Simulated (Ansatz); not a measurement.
Base system: Rh in the fcc (Cu type) structure (space group Fm-3m, No. 225; a = 3.782 Å; relaxed with 0.1 eV smearing). Axes: x, y, z lie along the cube axes.

Computed with Ansatz (a quantum-chemistry and plane-wave program) PBEsol, no spin-orbit coupling.

It is then changed as follows: tensile biaxial strain of 2.50 % in the plane normal to [111], as in epitaxy on a mismatched substrate; the out-of-plane cell vector and the atoms relax.

### Question
How does this affect the energy relative to the base?

### Answer
The energy rises by 31 meV/atom.

### Question
What happens to the ratio −ε⊥/ε∥?

### Answer
The ratio −ε⊥/ε∥ amounts to 0.53.

Stability against distortions was not tested. The final runs are not spin-polarised. Rh lies near a magnetic instability that expansion can trigger; it was not tested.
